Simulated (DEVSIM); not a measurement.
Device: abrupt Si p-n junction, at 250 K.

```
layer (left to right)  material  thickness (μm)  Nd (cm⁻³)  Na (cm⁻³)  τn (s)  τp (s)
---------------------  --------  --------------  ---------  ---------  ------  ------
1                            Si             110          -     6.3e15  1.4e-6  1.4e-6
2                            Si            2.30     1.3e16          -  1.4e-6  1.4e-6
```

Left contact: ohmic. Right contact: ohmic. Voltage is applied to the left contact. Recombination: SRH at mid-gap, radiative, Auger. Mobility is μmin + (μ − μmin)/(1 + (N/Nref)^α).

The device is made up for the run: typed textbook-type constants, with dimensions and the other settings drawn at random. Values at 300 K; Nc and Nv go as T^1.5, mobilities as T to minus their exponent, the gap by Varshni's rule with the affinity fixed.

| parameter | Si |
|---|---|
| gap (eV) | 1.124 |
| affinity (eV) | 4.05 |
| permittivity | 11.7 |
| Nc (cm⁻³) | 2.86e19 |
| Nv (cm⁻³) | 3.1e19 |
| μn (cm²/Vs) | 1417 |
| μp (cm²/Vs) | 470 |
| μn,min | 52 |
| μp,min | 45 |
| Nref,n | 9.7e16 |
| Nref,p | 2.2e17 |
| αn | 0.68 |
| αp | 0.72 |
| T exponent of μn | 2.3 |
| T exponent of μp | 2.2 |
| B (cm³/s) | 4.7e-15 |
| Cn (cm⁶/s) | 2.8e-31 |
| Cp (cm⁶/s) | 9.9e-32 |
| Varshni α (eV/K) | 0.000473 |
| Varshni β (K) | 636 |

Model (solved in DEVSIM): 1D drift-diffusion, Boltzmann statistics, complete ionisation; no tunnelling, impact ionisation, image-force lowering or self-heating.

Problem. Tabulate band edges, carrier densities and field at 0.9 V on the left contact.

Solution. Energies count from the Fermi level of the right contact; mesh points crowd at the junctions.

```json
[
 {"x (μm)": "0.000", "Ec (eV)": "0.059", "Ev (eV)": "-1.077", "n (cm⁻³)": "< 1e2", "p (cm⁻³)": "6.3e15", "field (V/cm)": "18"},
 {"x (μm)": "0.04258", "Ec (eV)": "0.059", "Ev (eV)": "-1.077", "n (cm⁻³)": "3.2e12", "p (cm⁻³)": "6.3e15", "field (V/cm)": "18"},
 {"x (μm)": "0.1607", "Ec (eV)": "0.059", "Ev (eV)": "-1.077", "n (cm⁻³)": "1.2e13", "p (cm⁻³)": "6.3e15", "field (V/cm)": "18"},
 {"x (μm)": "0.4882", "Ec (eV)": "0.060", "Ev (eV)": "-1.076", "n (cm⁻³)": "3.6e13", "p (cm⁻³)": "6.3e15", "field (V/cm)": "18"},
 {"x (μm)": "1.945", "Ec (eV)": "0.062", "Ev (eV)": "-1.074", "n (cm⁻³)": "1.3e14", "p (cm⁻³)": "6.4e15", "field (V/cm)": "18"},
 {"x (μm)": "5.437", "Ec (eV)": "0.068", "Ev (eV)": "-1.068", "n (cm⁻³)": "3.3e14", "p (cm⁻³)": "6.6e15", "field (V/cm)": "17"},
 {"x (μm)": "15.12", "Ec (eV)": "0.084", "Ev (eV)": "-1.053", "n (cm⁻³)": "6.9e14", "p (cm⁻³)": "7.0e15", "field (V/cm)": "15"},
 {"x (μm)": "57.20", "Ec (eV)": "0.141", "Ev (eV)": "-0.995", "n (cm⁻³)": "1.3e15", "p (cm⁻³)": "7.6e15", "field (V/cm)": "13"},
 {"x (μm)": "90.98", "Ec (eV)": "0.182", "Ev (eV)": "-0.954", "n (cm⁻³)": "1.5e15", "p (cm⁻³)": "7.8e15", "field (V/cm)": "12"},
 {"x (μm)": "103.2", "Ec (eV)": "0.196", "Ev (eV)": "-0.940", "n (cm⁻³)": "1.6e15", "p (cm⁻³)": "7.9e15", "field (V/cm)": "11"},
 {"x (μm)": "107.5", "Ec (eV)": "0.201", "Ev (eV)": "-0.935", "n (cm⁻³)": "1.6e15", "p (cm⁻³)": "7.9e15", "field (V/cm)": "11"},
 {"x (μm)": "109.4", "Ec (eV)": "0.204", "Ev (eV)": "-0.933", "n (cm⁻³)": "1.6e15", "p (cm⁻³)": "7.9e15", "field (V/cm)": "11"},
 {"x (μm)": "109.8", "Ec (eV)": "0.204", "Ev (eV)": "-0.932", "n (cm⁻³)": "1.6e15", "p (cm⁻³)": "7.9e15", "field (V/cm)": "-21"},
 {"x (μm)": "109.9", "Ec (eV)": "0.198", "Ev (eV)": "-0.938", "n (cm⁻³)": "2.1e15", "p (cm⁻³)": "6.1e15", "field (V/cm)": "-1500"},
 {"x (μm)": "110.0", "Ec (eV)": "0.177", "Ev (eV)": "-0.959", "n (cm⁻³)": "5.8e15", "p (cm⁻³)": "2.2e15", "field (V/cm)": "-5500"},
 {"x (μm)": "110.0", "Ec (eV)": "0.163", "Ev (eV)": "-0.974", "n (cm⁻³)": "1.1e16", "p (cm⁻³)": "1.1e15", "field (V/cm)": "-1400"},
 {"x (μm)": "110.2", "Ec (eV)": "0.158", "Ev (eV)": "-0.978", "n (cm⁻³)": "1.4e16", "p (cm⁻³)": "8.7e14", "field (V/cm)": "-15"},
 {"x (μm)": "110.5", "Ec (eV)": "0.158", "Ev (eV)": "-0.978", "n (cm⁻³)": "1.4e16", "p (cm⁻³)": "7.3e14", "field (V/cm)": "≈ 0"},
 {"x (μm)": "111.7", "Ec (eV)": "0.159", "Ev (eV)": "-0.977", "n (cm⁻³)": "1.3e16", "p (cm⁻³)": "2.7e14", "field (V/cm)": "≈ 0"},
 {"x (μm)": "112.1", "Ec (eV)": "0.160", "Ev (eV)": "-0.976", "n (cm⁻³)": "1.3e16", "p (cm⁻³)": "9.4e13", "field (V/cm)": "≈ 0"},
 {"x (μm)": "112.2", "Ec (eV)": "0.160", "Ev (eV)": "-0.976", "n (cm⁻³)": "1.3e16", "p (cm⁻³)": "2.8e13", "field (V/cm)": "≈ 0"},
 {"x (μm)": "112.3", "Ec (eV)": "0.160", "Ev (eV)": "-0.976", "n (cm⁻³)": "1.3e16", "p (cm⁻³)": "< 1e2", "field (V/cm)": "≈ 0"}
]
```
